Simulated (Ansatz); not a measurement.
Impurities on the N site of rock-salt TiN. The bounds on chemical potentials count only the phases computed here; "not settled" covers levels within 0.1 eV of a band edge and carriers that are partly localised.

Computed with PBE, PAW (plane waves to 420 eV; Ansatz, a quantum-chemistry and plane-wave program). Set-up: 64-site cell; 4×4×4 shifted k-points; no Hubbard U; finite-size errors of tenths of an eV; the relaxation kept the symmetry of the starting site.

| impurity | neighbours in the neutral state (Å) | moment (μB) | E_f of the neutral state (eV; limit and bounding phases) |
|---|---|---|---|
| O | Ti 2.23, Ti 2.23, Ti 2.23, Ti 2.23, Ti 2.23, Ti 2.23 | not spin-polarised | 1.13 (N-rich, anatase TiO2) |
| H | Ti 2.19, Ti 2.19, Ti 2.19, Ti 2.19, Ti 2.19, Ti 2.19 | not spin-polarised | 2.55 (N-rich, NH3 molecule) |
| S | Ti 2.31, Ti 2.31, Ti 2.31, Ti 2.31, Ti 2.31, Ti 2.31 | not spin-polarised | 3.18 (N-rich, TiS3 (P2_1/m)) |
| C | Ti 2.10, Ti 2.10, Ti 2.10, Ti 2.10, Ti 2.10, Ti 2.10 | not spin-polarised | 0.12 (Ti-rich, Ti2C (Fd-3m)) |
| B | Ti 2.13, Ti 2.13, Ti 2.13, Ti 2.13, Ti 2.13, Ti 2.13 | not spin-polarised | 4.86 (N-rich, bulk hexagonal BN (AA')) |
